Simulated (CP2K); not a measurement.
A self-consistent single point of PtS2 (P-3m1, 3 atoms in the cell) with CP2K.

Computed with PBE, GPW, DZVP-MOLOPT-SR-GTH basis, GTH-PBE potentials (GTH_POTENTIALS) in CP2K.

The change in words: lattice scaled by 0.98. Reference geometry:
```
PtS2
1.0
    3.58213     0.00000     0.00000
   -1.79106     3.10221     0.00000
    0.00000     0.00000     5.09998
Pt S
1 2
Cartesian
  0.00000   0.00000   0.00000
  0.00000   2.06814   1.17299
  1.79106   1.03407   3.92698
```

Reference input (self-consistent single point, DFT PBE, GPW, DZVP-MOLOPT-SR-GTH basis, GTH-PBE potentials (GTH_POTENTIALS)): CUTOFF = 500 Ry; REL_CUTOFF = 40 Ry; SMEAR/METHOD = FERMI_DIRAC; ELECTRONIC_TEMPERATURE = 232.09 K; KPOINTS/SCHEME = MONKHORST-PACK 6 6 4; GAMMA_CENTERED = T; XC_FUNCTIONAL = PBE; Pt/BASIS_SET = DZVP-MOLOPT-SR-GTH-q18; Pt/POTENTIAL = GTH-PBE-q18; S/BASIS_SET = DZVP-MOLOPT-SR-GTH-q6; S/POTENTIAL = GTH-PBE-q6; METHOD = GPW. This run's input differs from it in these lines:

```diff
@@ -63,5 +63,5 @@
     &CELL
-      A 3.58212600 0.00000000 0.00000000
-      B -1.79106300 3.10221200 0.00000000
-      C 0.00000000 0.00000000 5.09997600
+      A 3.51048400 0.00000000 0.00000000
+      B -1.75524200 3.04016800 0.00000000
+      C 0.00000000 0.00000000 4.99797600
       PERIODIC XYZ
```

Log, with long lists cut:

```
 SCF WAVEFUNCTION OPTIMIZATION

  Step     Update method      Time    Convergence         Total energy    Change
     1 NoMix/Diag. 0.20E+00      -     0.49024173      -141.1956296412 -1.41E+02
     2 Broy./Diag. 0.20E+00      -     0.12235714      -142.4650469980 -1.27E+00
     3 Broy./Diag. 0.20E+00      -     0.04861248      -141.1535148678  1.31E+00
     4 Broy./Diag. 0.20E+00      -     0.00397112      -140.6213286889  5.32E-01
     5 Broy./Diag. 0.20E+00      -     0.00203986      -140.6195475621  1.78E-03
     6 Broy./Diag. 0.20E+00      -     0.00055217      -140.6399856401 -2.04E-02
     7 Broy./Diag. 0.20E+00      -     0.00068981      -140.6424337793 -2.45E-03
     8 Broy./Diag. 0.20E+00      -     0.00007568      -140.6431782358 -7.44E-04
     9 Broy./Diag. 0.20E+00      -     0.00002366      -140.6430121562  1.66E-04
    10 Broy./Diag. 0.20E+00      -     0.00001638      -140.6428299925  1.82E-04
    11 Broy./Diag. 0.20E+00      -     0.00000096      -140.6427557104  7.43E-05
  *** SCF run converged in    11 steps ***

  Overlap energy of the core charge distribution:               0.00000000228143
  Self energy of the core charge distribution:               -231.15653223070930
  Core Hamiltonian energy:                                     51.63099986111815
  Hartree energy:                                              55.19137282261649
  Exchange-correlation energy:                                -16.30859616574909
  Electronic entropic energy:                                  -0.00000000000014
  Fermi energy:                                                 0.32819633990192

  Total energy:                                              -140.64275571044246
  Total energy (extrapolated to T->0):                       -140.64275571044240

                     Mulliken Population Analysis

   [... lines left out ...]

 STRESS| Analytical stress tensor [bar]
 STRESS|                        x                   y                   z
 STRESS|      x        1.67216153135E+05   1.10745347982E+01  -2.48765170334E-01
 STRESS|      y        1.10745347982E+01   1.67229291180E+05   1.93800569306E-01
 STRESS|      z       -2.48765170334E-01   1.93800569306E-01   1.36695275646E+05
 STRESS| 1/3 Trace                                             1.57046906654E+05
```

The run converged in 11 iterations. Against the reference run the free energy rises by 70.1 meV/atom, the pressure goes from 5.10 to 15.70 GPa, the largest force goes from 0.739 to 1.696 eV/Å and the gap on the mesh goes from 0.887 to 0.958 eV.

The starting cell has typed, rounded lattice constants, without a prior relaxation at this level. Its lattice was rescaled by a random factor within 2.5 % of one. For this run, on top of that: lattice scaled by 0.98. Spin-orbit coupling is off. Values carry the incompleteness of an atom-centred basis. With a pressure of about 16 GPa the cell is away from its equilibrium volume at this level. Forces in this geometry exceed 1 eV/Å.
